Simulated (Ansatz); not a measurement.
Functionals compared on SiH3 on the 1x1 (111) surface of fcc Ag, one in a 2x2 cell, started at the site 'bridge Ag-Ag (span 2.9 Å)', in Ansatz (plane waves, PAW). The structure was relaxed with PBE; the other rows are single points on it, each with its references at the same level. Cutoff 420 eV (500 eV for r2SCAN).

Set-up: 20 atoms, 7.1 Å thick at the start under the adsorbate (thin: gaps and levels are the slab's own); mesh 6x6x1; 0.1 eV smearing; dipole correction on; 8 atoms held, the rest relaxed; no symmetry held; spin-polarised, no spin-orbit, no U, no dispersion correction. The starting moment vanished. At the end it is bonded to 2 Ag. In PBE this state lies 0.06 eV over the lowest of the starts that converged ('hollow Ag-Ag-Ag over Ag at depth 2.4 Å'). These notes are the PBE run's. r2SCAN: The program's check for a lower electronic state was not made. Adsorption energies are against SiH4(g) − ½ H2(g). A negative adsorption energy means that the adsorbate is more stable on the surface than in its reference.

```
functional  adsorption energy (eV)  work function of the top face (eV)  change of the work function (eV)  magnetic moment of the cell (μB)          rough cost of the single point
----------  ----------------------  ----------------------------------  --------------------------------  --------------------------------  --------------------------------------
PBE                           0.16                                4.75                              0.31                              0.00                                       –
RPBE                          0.41                                4.66                              0.42                              0.00                 roughly 15 core-minutes
r2SCAN                        0.04                                4.76                              0.36                              0.00  about 30 core-minutes (a rough figure)
```

Ansatz is a program for electronic structure.
